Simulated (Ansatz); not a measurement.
## Pt: tensor shear ε_xz = −1.91 %

Base system: Pt in the fcc (Cu type) structure (space group Fm-3m, No. 225; a = 3.942 Å; relaxed with 0.1 eV smearing). Axes: x, y, z lie along the cube axes.

Perturbation: a pure shear with ε_xz = ε_zx = -0.0191, atoms relaxed at fixed cell.

Calculations: plane-wave PAW DFT at the r2SCAN level (Ansatz, a quantum-chemistry and plane-wave program, 500 eV), spin-orbit coupling left out, earlier PAW set. Γ-centred 29×29×29 mesh, Fermi–Dirac width 0.1 eV.

- Space group = Immm (No. 71) (base Fm-3m (No. 225))
- Shortest interatomic distance = 273.4 pm (base 278.7 pm)
- Energy relative to the base (free energy F) = +5.1 meV/atom
- Pressure (mean of the normal stresses, compression positive) = 0.4 GPa (base 0.0 GPa)
- Band gap = zero (base zero)
- Stress (xx, yy, zz, yz, xz, xy; compression positive) = (0.8, -0.4, 0.8, 0.0, 2.8, 0.0) GPa

Final structure:

```
Pt
1.0
   -0.03764     1.97076     1.97076
    1.93312     0.00000     1.93312
    1.97076     1.97076    -0.03764
Pt
1
Cartesian
  0.00000   0.00000   0.00000
```

The cells carry an imposed strain or load. Stability against distortions was not tested. The final runs are not spin-polarised.
